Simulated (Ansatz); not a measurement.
**Response to strain in InPt3**

Base system: InPt3 in the Cu3Au type structure (space group Pm-3m, No. 221; a = 3.994 Å; relaxed with 0.1 eV smearing). Axes: x, y, z lie along the cube axes.

Strains are applied to the cell and any free atomic positions relax; under biaxial strain the out-of-plane vector relaxes too.

Computed with PBEsol (Ansatz, a program for electronic structure; PAW; 420 eV plane waves; no spin-orbit coupling).

Candidates:
(a) strain tensor (xx, yy, zz, yz, xz, xy) = (+0.86, +0.86, −0.52, −1.37, −0.05, +0.47) %
(b) tensor shear ε_xz = +2.91 %
(c) biaxial strain −3.94 %, plane normal [111], relaxed out of plane
(d) uniaxial strain ε_zz = +1.73 %

Notes on the quantities. energy relative to the base: free energy F.

Order them by energy relative to the base, lowest first.

(d) uniaxial strain ε_zz = +1.73 % (+4.3 meV/atom), (a) strain tensor (xx, yy, zz, yz, xz, xy) = (+0.86, +0.86, −0.52, −1.37, −0.05, +0.47) % (+6.1 meV/atom), (b) tensor shear ε_xz = +2.91 % (+16 meV/atom), (c) biaxial strain −3.94 %, plane normal [111], relaxed out of plane (+70 meV/atom)

Stability against distortions was not tested. All final runs are without spin polarisation.
